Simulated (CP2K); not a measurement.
Worked example: self-consistent single point of Os (P6_3/mmc, 4 atoms in the cell) in CP2K.

Method: LDA (Pade form), GPW, DZVP-MOLOPT-PBE-GTH basis, GTH-PBE potentials (POTENTIAL_UZH) (CP2K).

```
CELL_PARAMETERS angstrom
      2.75459     0.00000     0.00000
     -1.37729     2.38555     0.00000
      0.00000     0.00000     8.86291
ATOMIC_POSITIONS crystal
  Os 0.00000 0.00000 0.00000
  Os 0.00000 0.00000 0.50000
  Os 0.33333 0.66667 0.25000
  Os 0.66667 0.33333 0.75000
```

Reference input (self-consistent single point, DFT PBE, GPW, DZVP-MOLOPT-PBE-GTH basis, GTH-PBE potentials (POTENTIAL_UZH)): CUTOFF = 500 Ry; REL_CUTOFF = 50 Ry; SMEAR/METHOD = GAUSSIAN; SIGMA = 0.1 eV; KPOINTS/SCHEME = MONKHORST-PACK 9 9 3; XC_FUNCTIONAL = PBE; Os/BASIS_SET = DZVP-MOLOPT-PBE-GTH-q16; Os/POTENTIAL = GTH-PBE-q16; METHOD = GPW; EPS_DEFAULT = 1e-10; NGRIDS = 5; SCF_GUESS = ATOMIC. This run's input differs from it in these lines:

```diff
@@ -43,3 +43,3 @@
     &XC
-      &XC_FUNCTIONAL PBE
+      &XC_FUNCTIONAL PADE
       &END XC_FUNCTIONAL
```

Output, abridged:

```
 SCF WAVEFUNCTION OPTIMIZATION

  Step     Update method      Time    Convergence         Total energy    Change
     1 NoMix/Diag. 0.30E+00      -     0.55784095      -367.9671269458 -3.68E+02
     2 Broy./Diag. 0.30E+00      -     0.01329902      -369.5411903620 -1.57E+00
     3 Broy./Diag. 0.30E+00      -     0.03236649      -367.3845666566  2.16E+00
     4 Broy./Diag. 0.30E+00      -     0.00066609      -365.8890224258  1.50E+00
     5 Broy./Diag. 0.30E+00      -     0.00103120      -365.8987876348 -9.77E-03
     6 Broy./Diag. 0.30E+00      -     0.00007028      -365.9023404156 -3.55E-03
     7 Broy./Diag. 0.30E+00      -     0.00010365      -365.9056005412 -3.26E-03
     8 Broy./Diag. 0.30E+00      -     0.00004008      -365.9058299173 -2.29E-04
     9 Broy./Diag. 0.30E+00      -     0.00000449      -365.9057722976  5.76E-05
    10 Broy./Diag. 0.30E+00      -     0.00000336      -365.9056800527  9.22E-05
    11 Broy./Diag. 0.30E+00      -     0.00000042      -365.9056433232  3.67E-05
  *** SCF run converged in    11 steps ***

  Overlap energy of the core charge distribution:               0.00000000238584
  Self energy of the core charge distribution:               -555.08439149936987
  Core Hamiltonian energy:                                    121.82235245830557
  Hartree energy:                                             105.13039871707100
  Exchange-correlation energy:                                -37.77323944074334
  Smearing free energy correction:                             -0.00076355952188
  Fermi energy:                                                 0.64328902391238

  Total energy:                                              -365.90564332324715
  Total energy (extrapolated to sigma->0):                   -365.90526154348623

   [... lines left out ...]

 STRESS| Analytical stress tensor [bar]
 STRESS|                        x                   y                   z
 STRESS|      x       -1.97465446793E+05  -3.44942465685E-01   4.13024145581E-09
 STRESS|      y       -3.44942465685E-01  -1.97466042967E+05   5.38773069173E-09
 STRESS|      z        4.13024145581E-09   5.38773069173E-09  -2.12335273450E+05
 STRESS| 1/3 Trace                                            -2.02422254403E+05
```

The run converged in 11 iterations. Against the reference run the pressure goes from -7.71 to -20.24 GPa.

The starting cell was generated: these elements placed on a structure prototype, without a prior relaxation; it need not be a known phase or ordering of this composition. Its lattice was rescaled by a random factor within 2.5 % of one. Spin polarisation is off. Values carry the incompleteness of an atom-centred basis. The potentials were made for another functional than the one used. With a pressure of about -20 GPa the cell is away from its equilibrium volume at this level.

Cost on one core of a shared machine: roughly 70 s.
